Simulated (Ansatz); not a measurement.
## What Nd on a Ce site, symmetric start does to Ce

The parent structure is a 12-atom supercell of Ce in the fcc (Cu type) structure (space group Fm-3m, No. 225; a = 4.5822 Å) at its relaxed geometry.

Perturbation: a neutral Nd on a Ce site, symmetric start, atoms relaxed at fixed cell.

Method: DFT with PBEsol, PAW potentials and a 420 eV plane-wave cutoff in Ansatz (a program for electronic structure), no SOC. Γ-centred 6×5×6 mesh, Fermi–Dirac width 0.05 eV.

```tsv
quantity	base	changed	shift
pressure	-0.1 GPa	-0.2 GPa	-0.1 GPa
energy gained by relaxation	–	0.00 eV	–
mean distance from the defect site to its nearest host atoms	6.12 bohr	6.12 bohr	0.00 bohr
```

Cost of the whole job for the changed cell (relaxation, final SCF and bands): very roughly 12 core-minutes.

Other magnetic orders, which the real material may have, were not ruled out. Open 4f shells without U are poorly described, and the f state was not checked. The cell is small, so the values are those of an ordered compound at a high defect concentration; dilute-limit values will differ. The defect started on the symmetric site and kept its symmetry, so it may sit on a saddle. Starting moments died away, wholly or in part, for the base; another magnetic solution may exist. Spin-polarised in the final run: Nd on a Ce site; the other runs are not. The defect cell is spin-polarised and ends with 3.3 μB, a fractional moment that hangs on the mesh and smearing.
